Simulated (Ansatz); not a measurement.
BP (I-4m2), r2SCAN with spin-orbit coupling, rigid bands in Ansatz (an electronic-structure program): Condition of this run: biaxial stress in (001) of -4 GPa (compression positive) (the target of the relaxation). band gap 1.17 eV, N_c = 1.34e19 cm⁻³ and N_v = 5.15e18 cm⁻³ at 300 K, conductivity masses along x (a = (0.00, 2.28, 2.25) Å; b = (2.28, 0.00, 2.25) Å; c = (2.28, 2.28, 0.00) Å) of 0.231 mₑ (electrons) and 0.322 mₑ (holes). Take k_BT = 0.02585 eV.

Problem. What built-in voltage has an abrupt junction with N_A = 1e16 and N_D = 1e18 cm⁻³, all dopants ionised?

Solution. V_bi = E_g/e − (k_BT/e) ln(N_c N_v/(N_A N_D)) = 1.17 − 0.02585 × 8.84 = 0.94 V. It follows the computed gap one for one.

Problem. Find the intrinsic carrier density and the intrinsic Fermi level.

Solution. n_i = √(N_c N_v) exp(−E_g/2k_BT) = 8.31e18 × exp(−22.63) = 1.2e9 cm⁻³. The level lies (k_BT/2) ln(N_v/N_c) = -12 meV from mid-gap (positive towards the conduction band). Each 0.1 eV added to the gap lowers n_i by a factor of 6.9.

Problem. What thermal injection velocity √(2k_BT/πm) limits a ballistic channel along the direction named?

Solution. 1.12e7 cm/s for electrons and 9.48e6 cm/s for holes, a ratio of √(m_h/m_e) = 1.18, for dilute carriers.

Rigid, parabolic bands with the computed gap; masses take one relaxation time for all states. Geometry: cell and atoms relaxed with PBEsol.
